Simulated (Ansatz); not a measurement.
Response to strain in WSe2

Take WSe2 in the 2H-MoS2 type structure (space group P6_3/mmc, No. 194; a = 3.2995 Å, c = 13.1475 Å; layered, stacked along the Cartesian z axis) as the base. Axes: x lies along a and z along c of the hexagonal cell.

Strains are applied to the cell and any free atomic positions relax; under biaxial strain the out-of-plane vector relaxes too; under stress the whole cell relaxes.

Levels (all Ansatz, an electronic-structure program, PAW, earlier PAW set): r2SCAN+rVV10 (500 eV, scalar-relativistic without spin-orbit coupling); HSE06 (420 eV, no spin-orbit coupling).

Band gaps by level, all at the geometries relaxed with r2SCAN+rVV10:

```tsv
case	r2SCAN+rVV10	HSE06
base	1.12 eV	1.50 eV
biaxial strain +2.46 %, plane normal [001], relaxed out of plane	0.88 eV	(withheld)
uniaxial strain ε_xx = −1.62 %	1.12 eV	1.50 eV
uniaxial stress, 1 GPa compression along x	1.12 eV	1.50 eV
```

Task: Complete the table.

Result: 
- biaxial strain +2.46 %, plane normal [001], relaxed out of plane, HSE06: 1.20 eV

Single points use the geometry relaxed with r2SCAN+rVV10. The hybrid gap comes from the SCF mesh plus the semilocal run's edge points and a few special points and is an upper bound. Spin-orbit coupling, missing from the scalar runs, can matter with W. Stability under load was not tested beyond the relaxation.
